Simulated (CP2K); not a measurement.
Input and output of a self-consistent single point for TlCuO2 (P6_3/mmc, 8 atoms in the cell) (CP2K).

Level of theory: LDA (Pade form), GPW, DZVP-MOLOPT-SR-GTH basis, GTH-PADE potentials (GTH_POTENTIALS) (CP2K).

```
CELL_PARAMETERS angstrom
      3.53703     0.00000     0.00000
     -1.76852     3.06316     0.00000
      0.00000     0.00000    11.77167
ATOMIC_POSITIONS crystal
  Tl 0.00000 0.00000 0.50000
  Tl 0.00000 0.00000 0.00000
  Cu 0.33333 0.66667 0.25000
  Cu 0.66667 0.33333 0.75000
  O  0.33333 0.66667 0.40433
  O  0.66667 0.33333 0.59567
  O  0.66667 0.33333 0.90433
  O  0.33333 0.66667 0.09567
```

Reference input (self-consistent single point, DFT PBEsol, GPW, DZVP-MOLOPT-SR-GTH basis, GTH-PBE potentials (GTH_POTENTIALS)): CUTOFF = 600 Ry; REL_CUTOFF = 50 Ry; SMEAR/METHOD = GAUSSIAN; SIGMA = 0.05 eV; KPOINTS/SCHEME = MONKHORST-PACK 9 9 3; XC_FUNCTIONAL = PBE:PBESOL; Tl/BASIS_SET = DZVP-MOLOPT-SR-GTH; Tl/POTENTIAL = GTH-PBE-q13; Cu/BASIS_SET = DZVP-MOLOPT-SR-GTH; Cu/POTENTIAL = GTH-PBE-q11; O/BASIS_SET = DZVP-MOLOPT-SR-GTH; O/POTENTIAL = GTH-PBE-q6. This run's input differs from it in these lines:

```diff
@@ -43,6 +43,3 @@
     &XC
-      &XC_FUNCTIONAL
-        &PBE
-          PARAMETRIZATION PBESOL
-        &END PBE
+      &XC_FUNCTIONAL PADE
       &END XC_FUNCTIONAL
@@ -82,3 +79,3 @@
       BASIS_SET DZVP-MOLOPT-SR-GTH
-      POTENTIAL GTH-PBE-q13
+      POTENTIAL GTH-PADE-q13
     &END KIND
@@ -86,3 +83,3 @@
       BASIS_SET DZVP-MOLOPT-SR-GTH
-      POTENTIAL GTH-PBE-q11
+      POTENTIAL GTH-PADE-q11
     &END KIND
@@ -90,3 +87,3 @@
       BASIS_SET DZVP-MOLOPT-SR-GTH
-      POTENTIAL GTH-PBE-q6
+      POTENTIAL GTH-PADE-q6
     &END KIND
```

The program printed (abridged):

```
 SCF WAVEFUNCTION OPTIMIZATION

  Step     Update method      Time    Convergence         Total energy    Change
     1 NoMix/Diag. 0.30E+00      -     1.19769301      -260.1501844113 -2.60E+02
     2 Broy./Diag. 0.30E+00      -     1.44828362      -259.1107666371  1.04E+00
     3 Broy./Diag. 0.30E+00      -     0.11676037      -258.1088582085  1.00E+00
     4 Broy./Diag. 0.30E+00      -     0.19086879      -259.4967337482 -1.39E+00
     5 Broy./Diag. 0.30E+00      -     0.09242671      -260.7549095340 -1.26E+00
     6 Broy./Diag. 0.30E+00      -     0.09756023      -259.8651735943  8.90E-01
   [... 10 lines left out ...]
    17 Broy./Diag. 0.30E+00      -     0.00000136      -260.1224645950  3.70E-05
    18 Broy./Diag. 0.30E+00      -     0.00000345      -260.1224611222  3.47E-06
    19 Broy./Diag. 0.30E+00      -     0.00000090      -260.1224528543  8.27E-06
    20 Broy./Diag. 0.30E+00      -     0.00000009      -260.1224465751  6.28E-06
  *** SCF run converged in    20 steps ***

  Overlap energy of the core charge distribution:               0.00000033794770
  Self energy of the core charge distribution:               -466.21338898088845
  Core Hamiltonian energy:                                    140.77097181780854
  Hartree energy:                                             107.20325733582898
  Exchange-correlation energy:                                -41.88300124522355
  Smearing free energy correction:                             -0.00028584050513
  Fermi energy:                                                 0.13883356415759

  Total energy:                                              -260.12244657513025
  Total energy (extrapolated to sigma->0):                   -260.12230365487767

   [... lines left out ...]

 STRESS| Analytical stress tensor [bar]
 STRESS|                        x                   y                   z
 STRESS|      x       -4.51453177828E+04  -7.39055802009E-01   5.98412666556E-07
 STRESS|      y       -7.39055802009E-01  -4.51461220408E+04   1.64729479931E-02
 STRESS|      z        5.98412666556E-07   1.64729479931E-02  -7.09286705554E+04
 STRESS| 1/3 Trace                                            -5.37400367930E+04
```

The run converged in 20 iterations. Against the reference run the pressure goes from -1.03 to -5.37 GPa and the largest force goes from 0.127 to 0.055 eV/Å.

The starting cell comes from a database of computed structures (which also holds hypothetical and non-ambient phases and stackings), without a prior relaxation at this level. Spin polarisation is off, so a magnetic state, if there is one, cannot be reached. Values carry the incompleteness of an atom-centred basis. With a pressure of about -5 GPa the cell is away from its equilibrium volume at this level. The run gives no clean gap (levels at the Fermi energy touch, overlap or are partly filled at this smearing), which alone does not show that the compound is a metal.

Cost on one core of a shared machine: roughly 2 min.
